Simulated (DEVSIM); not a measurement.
Structure: abrupt InP n-p junction, at 300 K.

```csv
layer (left to right),material,thickness (μm),Nd (cm⁻³),Na (cm⁻³),τn (s),τp (s)
1,InP,0.210,7.7e15,-,4.7e-9,4.7e-9
2,InP,7.80,-,5.5e17,4.7e-9,4.7e-9
```

Left contact: ohmic. Right contact: ohmic. Voltage is applied to the left contact. Recombination: SRH at mid-gap. Mobility is constant in doping.

This is a model device: material constants are rounded textbook-type values typed into the input, and sizes, dopings and lifetimes were drawn at random. Values at 300 K.

| parameter | InP |
|---|---|
| gap (eV) | 1.344 |
| affinity (eV) | 4.38 |
| permittivity | 12.5 |
| Nc (cm⁻³) | 5.7e17 |
| Nv (cm⁻³) | 1.1e19 |
| μn (cm²/Vs) | 5200 |
| μp (cm²/Vs) | 170 |

Model (solved in DEVSIM): 1D drift-diffusion, Boltzmann statistics, complete ionisation; no tunnelling, impact ionisation, image-force lowering or self-heating.

### Question
Tabulate band edges, carrier densities and field at zero bias.

### Answer
Energies count from the Fermi level of the right contact; mesh points crowd at the junctions.

| x (μm) | Ec (eV) | Ev (eV) | n (cm⁻³) | p (cm⁻³) | field (V/cm) |
|---|---|---|---|---|---|
| 0.000 | 0.111 | -1.233 | 7.7e15 | < 1e2 | 42000 |
| 0.01884 | 0.191 | -1.153 | 3.6e14 | < 1e2 | 43000 |
| 0.04894 | 0.325 | -1.019 | 2.0e12 | < 1e2 | 46000 |
| 0.09705 | 0.561 | -0.783 | 2.1e8 | 770000 | 52000 |
| 0.1637 | 0.930 | -0.414 | 130 | 1.2e12 | 59000 |
| 0.1928 | 1.107 | -0.237 | < 1e2 | 1.2e15 | 62000 |
| 0.2110 | 1.224 | -0.120 | < 1e2 | 1.1e17 | 59000 |
| 0.2425 | 1.266 | -0.078 | < 1e2 | 5.5e17 | 400 |
| 0.2899 | 1.267 | -0.077 | < 1e2 | 5.5e17 | ≈ 0 |
| 0.3770 | 1.267 | -0.077 | < 1e2 | 5.5e17 | ≈ 0 |
| 0.5372 | 1.267 | -0.077 | < 1e2 | 5.5e17 | ≈ 0 |
| 1.009 | 1.267 | -0.077 | < 1e2 | 5.5e17 | ≈ 0 |
| 1.699 | 1.267 | -0.077 | < 1e2 | 5.5e17 | ≈ 0 |
| 2.967 | 1.267 | -0.077 | < 1e2 | 5.5e17 | ≈ 0 |
| 5.522 | 1.267 | -0.077 | < 1e2 | 5.5e17 | ≈ 0 |
| 6.667 | 1.267 | -0.077 | < 1e2 | 5.5e17 | ≈ 0 |
| 7.290 | 1.267 | -0.077 | < 1e2 | 5.5e17 | ≈ 0 |
| 7.629 | 1.267 | -0.077 | < 1e2 | 5.5e17 | ≈ 0 |
| 7.854 | 1.267 | -0.077 | < 1e2 | 5.5e17 | ≈ 0 |
| 7.936 | 1.267 | -0.077 | < 1e2 | 5.5e17 | ≈ 0 |
| 7.981 | 1.267 | -0.077 | < 1e2 | 5.5e17 | ≈ 0 |
| 8.010 | 1.267 | -0.077 | < 1e2 | 5.5e17 | ≈ 0 |
